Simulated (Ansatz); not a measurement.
Convergence study of the plane-wave cutoff for Sc₃SnB (P4mm, 5 atoms in the cell)

```
CELL_PARAMETERS angstrom
      4.64001     0.00000     0.00000
      0.00000     4.64001     0.00000
      0.00000     0.00000     4.64001
ATOMIC_POSITIONS crystal
  Sc 0.50000 0.00000 0.50000
  Sc 0.01078 0.50000 0.50000
  Sc 0.50000 0.50000 0.00000
  Sn 0.00000 0.00000 0.00000
  B  0.50000 0.50000 0.50000
```

Method: PBEsol, default PAW files made with PBE (plane waves; Ansatz, a quantum-chemistry and plane-wave program).

Base settings: basis.ecutwfc = 420 eV; kpoints.mp_grid.grid = 5 5 5; hamiltonian.xc = pbesol; hamiltonian.pseudopotentials = {kind: paw} (the program's default PAW files); scf.occupations.method = fermi_dirac; scf.occupations.width = 0.1 eV.

The second cell is the first with its lattice scaled by 0.98.

The mesh stays at the base's, so the ladder's end is converged at best in this setting alone.

The first pressure column holds Ansatz's estimate of the finite-basis (Pulay) stress, which hides part of the cutoff error; the other is without it.

Only quantities that move along the ladder and can be compared are tabulated.

The count of work is k-points × plane waves × bands × iterations; it is no time. 

The starting cell comes from a database of computed structures (which also holds hypothetical and non-ambient phases and stackings), without a prior relaxation at this level. Its lattice was rescaled by up to half a per cent. One atom was moved a little off its site on purpose.

Steps (basis.ecutwfc): 145 eV; 170 eV; 190 eV; 210 eV; 230 eV; 250 eV; 295 eV; 335 eV; 380 eV; 420 eV; 460 eV; 505 eV; 565 eV; 630 eV; 735 eV; 840 eV; 1010 eV.

Q: What is the coarsest basis.ecutwfc that holds the free energy within 1 meV/atom of the last step, with all finer ones?

A: 420 eV, at 0.27 of the last step's count of work; the step before is off by 1.8 meV/atom.

Q: What is the coarsest basis.ecutwfc that holds the pressure within 0.05 GPa of the last step, with all finer ones?

A: 335 eV, at 0.19 of the last step's count of work; the step before is off by 0.21 GPa.

Q: What is the coarsest basis.ecutwfc that holds the energy of the compressed cell less the first within 0.5 meV/atom of the last step, with all finer ones?

A: 335 eV, at 0.19 of the last step's count of work; the step before is off by 2.0 meV/atom.

```tsv
basis.ecutwfc	free energy less the last step's (meV/atom)	energy of the compressed cell less the first (meV/atom)	pressure (GPa)	pressure without the Pulay estimate (GPa)	largest difference of a force vector from the last step's (eV/Å)	count of work / last
145 eV	19905.17	-143.42	-1.19	-545.65	0.326	0.070
170 eV	8051.56	34.47	5.60	-270.35	0.199	0.077
190 eV	3763.69	3.81	-1.22	-147.16	0.037	0.087
210 eV	1721.46	36.54	-2.63	-77.84	0.055	0.10
230 eV	779.59	3.84	-2.40	-41.02	0.027	0.10
250 eV	341.05	0.97	-2.05	-21.38	0.023	0.13
295 eV	43.10	6.29	-1.83	-5.18	0.005	0.17
335 eV	6.37	4.73	-2.01	-2.48	0.002	0.19
380 eV	1.84	4.29	-2.04	-2.10	0.000	0.24
420 eV	0.92	4.31	-2.04	-2.07	0.000	0.27
460 eV	0.50	4.30	-2.04	-2.05	0.000	0.31
505 eV	0.38	4.29	-2.04	-2.04	0.000	0.36
565 eV	0.30	4.29	-2.04	-2.04	0.000	0.42
630 eV	0.17	4.28	-2.04	-2.04	0.000	0.52
735 eV	0.09	4.28	-2.04	-2.04	0.000	0.64
840 eV	0.05	4.27	-2.04	-2.04	0.000	0.77
1010 eV	0.00	4.27	-2.04	-2.04	0.000	1.0
```

The energy difference between the two cells stays within 1 meV/atom of the last step's from 335 eV on, the total only from 420 eV on: much of the error is common to both cells and cancels.

At the lowest cutoff the pressure without the Pulay estimate lies 544 GPa under the last step's, the usual sign of Pulay stress in an incomplete plane-wave basis.

Keys are those of Ansatz 0.2.
